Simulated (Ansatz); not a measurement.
Start from NaI in the rock salt structure (space group Fm-3m, No. 225).

```
CELL_PARAMETERS angstrom
      0.00000     3.26405     3.26405
      3.26405     0.00000     3.26405
      3.26405     3.26405     0.00000
ATOMIC_POSITIONS crystal
  Na 0.00000 0.00000 0.00000
  I  0.50000 0.50000 0.50000
```

Calculations: PBE (Ansatz, a first-principles code, PAW, no spin-orbit coupling).

Strains are applied to the cell and any free atomic positions relax.

One change was made to it. Results:

The electron mass becomes 0.28 mₑ (at Γ) (base: 0.27 mₑ (at Γ)); the energy grows by 1.4 meV/atom; the valley order (the lowest conduction-band minima on the path, energy above the VBM, named in the base's zone) becomes Γ 3.50 eV; X along ⟨100⟩ 4.45 eV (base: Γ 3.58 eV; X along ⟨100⟩ 4.48 eV); the hole mass (degenerate bands, along [100]) becomes 0.41, 1.8, 1.8 mₑ (at Γ) (base: 0.39, 1.7, 1.7 mₑ (at Γ)).

Question: Which of these changes matches the shifts?
A) isotropic strain −3.00 %
B) isotropic strain −2.50 %
C) isotropic strain +1.50 %
D) isotropic strain +1.00 %

Answer: D, isotropic strain +1.00 %. For comparison, the valley order in the other runs: isotropic strain −2.50 % gives Γ 3.78 eV; X along ⟨100⟩ 4.54 eV; L along ⟨111⟩ 5.11 eV; isotropic strain −3.00 % gives Γ 3.83 eV; X along ⟨100⟩ 4.55 eV; L along ⟨111⟩ 5.11 eV; isotropic strain +1.50 % gives Γ 3.47 eV; X along ⟨100⟩ 4.44 eV.

Spin-orbit coupling, missing from the scalar runs, can matter with I. The levels and masses belong to the bands next to the band gap. Effective masses come from finite differences of ±0.01 Å⁻¹. Stability against distortions was not tested.
